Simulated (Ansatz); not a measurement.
Results of LDA in Ansatz (plane waves, PAW) for CaO (model structure, F-43m, No. 216, 2 atoms in the cell).

Run with plane-wave cutoff 520 eV, 12×12×12 k mesh, Fermi–Dirac smearing 0.01 eV, scalar-relativistic PAW data made under PBE.

Cell (relaxed at this level):

```yaml
crystal:
  lattice:
    - [0.00000, 2.55811, 2.55811]
    - [2.55811, 0.00000, 2.55811]
    - [2.55811, 2.55811, 0.00000]
  atoms:
    - { symbol: Ca, position: [0.00000, 0.00000, 0.00000] }
    - { symbol: O, position: [0.25000, 0.25000, 0.25000] }
```

Question: Predict the band gap and bulk modulus.

Answer: 
- band gap: 3.32 eV (on the SCF k mesh)
- bulk modulus: 90.2 GPa

Note: the bulk modulus is −V dP/dV from two relaxed cells at ±2 % in volume; the relaxation could raise the start's symmetry but not lower it, so the cell can be a saddle point.

It cost roughly 25 core-seconds of CPU time.

A model structure was made by putting elements into a prototype or built by hand; it is no filed structure, need not be a known phase, and can be a saddle point held by its symmetry.

Ansatz is a program for electronic structure.
